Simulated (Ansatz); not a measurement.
The reference is ZnSe in the zinc blende structure (space group F-43m, No. 216; a = 5.633 Å).

Calculations: Ansatz (a quantum-chemistry and plane-wave program), PBEsol, PAW, cutoff 420 eV, spin-orbit coupling left out.

Strains are applied to the cell and any free atomic positions relax.

One change was made to it. Results:

The band gap increases by 0.25 eV to 1.49 eV; the electron mass changes from 0.091 mₑ (at Γ) to 0.10 mₑ (at Γ); the energy rises by 18 meV/atom.

**Question.** Which change produced these results?
A. isotropic strain −2.00 %
B. isotropic strain −2.50 %
C. isotropic strain +2.50 %
D. isotropic strain +2.00 %

**Answer.** A, isotropic strain −2.00 %. For comparison, the band gap in the other runs: isotropic strain +2.00 % gives 1.01 eV; isotropic strain −2.50 % gives 1.55 eV; isotropic strain +2.50 % gives 0.95 eV.

Effective masses come from finite differences of ±0.01 Å⁻¹. No phonon test of stability was made.
